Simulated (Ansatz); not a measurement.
**PBE against r2SCAN: SiO2**

Take SiO$_{2}$ in the rutile structure (space group P4_2/mnm, No. 136; a = 4.2362 Å, c = 2.6905 Å) as the base.

(Cell as relaxed with PBE.)

Levels (all Ansatz, a program for electronic structure, PAW): PBE (420 eV, without spin-orbit coupling); r2SCAN (500 eV, no SOC).

Each level relaxes its own structure.

| quantity | PBE | r2SCAN |
|---|---|---|
| volume per atom | 8.05 Å³ | 7.79 Å³ |
| lattice parameter a | 4.236 Å | 4.185 Å |
| lattice parameter c | 2.690 Å | 2.669 Å |
| band gap | 5.04 eV | 6.51 eV |
| gap character | direct at Γ | direct at Γ |
| electron mass | 0.36 mₑ along c, 0.45 mₑ across | 0.38 mₑ along c, 0.48 mₑ across |
| hole mass | 1.9 mₑ along c, 1.1 mₑ across | 1.7 mₑ along c, 1.1 mₑ across |

PBE's volume per atom lies 0.26 Å³ above r2SCAN's (3.3 %); PBE's lattice parameter a lies 0.051 Å above r2SCAN's (1.2 %); PBE's lattice parameter c lies 0.0216 Å above r2SCAN's (0.8 %); PBE's band gap lies 1.47 eV below r2SCAN's; the two agree on the gap character. Neither level is exact; r2SCAN is the comparison here, not a measurement.

Effective masses come from finite differences of ±0.01 Å⁻¹. Gaps are Kohn–Sham eigenvalue differences; semilocal functionals usually give less than the measured gap. Whether these cells are dynamically stable was not tested.
